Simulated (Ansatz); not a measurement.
System: CrCl₃ (R-3, No. 148; structure not from a measured cell). Method: PBE0 (PAW; Ansatz, an electronic-structure program).

Settings: plane-wave cutoff 460 eV, 4×4×4 k mesh, Fermi–Dirac smearing 0.01 eV, spin-polarised start, scalar-relativistic PAW data made under PBE.

Cell (relaxed with PBEsol):

Space group R-3, hexagonal axes (No. 148); a = b = 5.934 Å, c = 18.503 Å, α = β = 90.00°, γ = 120.00°

```csv
atom,site,symmetry,x,y,z
Cr,6c,3.,0.0000,0.0000,0.3334
Cl,18f,1,0.0231,0.3332,0.2620
```
(The calculation used a cell of 8 atoms; values per cell refer to that cell.)

Q: Estimate the band gap, smallest direct gap on the k points sampled and direct gap at Γ that the calculation returns.

A: 
* **band gap**: 4.85 eV (indirect)
* **smallest direct gap on the k points sampled**: 4.92 eV
* **direct gap at Γ**: 5.22 eV

Note: the magnetic order was assumed, not searched for or taken from measurement; cell and atoms aren't relaxed at this level (largest force component 0.22 eV/Å, pressure 2.2 GPa); the cell has widely spaced layers and the level no dispersion term, so their spacing and the moduli can rest on weak binding.

Computed values are for the static lattice.
